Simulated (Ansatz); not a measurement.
## Response to strain in TiSi2

The reference is TiSi2 (space group Fddd, No. 70; a = 4.760 Å, b = 8.180 Å, c = 8.500 Å). Axes: x, y, z lie along a, b, c of the conventional cell.

Strains are applied to the cell and any free atomic positions relax; under biaxial strain the out-of-plane vector relaxes too.

Method: PBEsol (Ansatz, a quantum-chemistry and plane-wave program, PAW, no spin-orbit coupling).

Notes on the quantities. energy relative to the base: free energy F; pressure: mean of the normal stresses, compression positive.

```tsv
case	energy relative to the base	pressure	volume per atom
base	0 meV/atom	0.0 GPa	13.79 Å³
biaxial strain +1.47 %, plane normal [001], relaxed out of plane	+6.1 meV/atom	-3.1 GPa	14.14 Å³
biaxial strain +2.42 %, plane normal [001], relaxed out of plane	+16 meV/atom	-4.9 GPa	14.37 Å³
isotropic strain −5.91 %	+0.254 eV/atom	41.4 GPa	11.49 Å³
```

Without a gap, meshes like the base's 13×13×13 leave anisotropic stresses uncertain by several tenths of a GPa, and small strain energies with them. Stability against distortions was not tested. The final runs are not spin-polarised.
